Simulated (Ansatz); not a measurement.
Abridged Ansatz (an electronic-structure program) output:

```
Pseudopotential: Ag, paw, valence charge 19
Crystal: 1 atoms, lattice volume = 17.300 Å³
Basis set: ecut = 500 eV, 459 PW (Γ), exchange–correlation on 96×96×96 points (64 copies of the dense FFT grid, shifted against one another)
Bands: 14, of which v1, the nominal top of the filled ones, is band 10 counted from 1 (9 counted from 0)
Symmetry: 48 space group operations
k-points: 220 of 6859
Functional: x = r2scan, c = r2scan; τ floored in thin density (d = 2e-4 eV/Å³)
SCF iter   1: F=—  HF=-7604.137422 eV  |F-HF|=—  |Δ(HF+E_count)|=         —  Δρ=5.59e-2  dr2=5.67e-1  dr2_τ=1.17e-2  ethr=2.93e-3  ⟨swp⟩=1.0  Hψ=20722  notcnv=0
SCF iter   2: F=—  HF=-7603.994921 eV  |F-HF|=—  |Δ(HF+E_count)|=   1.43e-1  Δρ=1.88e-2  dr2=6.79e-2  dr2_τ=5.73e-3  ethr=2.93e-3  ⟨swp⟩=2.9  Hψ=5209  notcnv=0
SCF 1 converged in 8 iterations: F = -7604.003460 eV  dr2 = 1.28e-12
SCF converged after 8 iterations
Free energy (F): -7604.003460 eV
Internal energy: -7604.000313 eV  (E = F + TS)
E sigma→0 (E₀):  -7604.001887 eV
Entropy (-TS):   -0.003147 eV (-3.147 meV/atom)
Fermi energy:    16.985688 eV
--- Forces (eV/Å), atoms counted from 1 ---
  atom   1  Ag    -0.00000000     0.00000000    -0.00000000
--- Stress (GPa, compression-positive) ---
        0.000034       0.000000       0.000000
        0.000000       0.000034      -0.000000
       -0.000000       0.000000       0.000034
  P = ⅓ Tr σ = 0.0000 GPa (0.000 kbar)
```

What was computed, and what are the main results?

Ag, 1 atom in the cell, with r2SCAN in Ansatz (plane waves to 500 eV, PAW, no spin-orbit coupling), earlier PAW set. The last SCF converged to F = -7604.003460 eV, or -7604.0035 eV per atom, at a pressure of 0.00 GPa. The total energy compares only with runs of the same code, potentials and settings.

No phonon test of stability was made. The cell was made from Pd by this change: Pd → Ag.
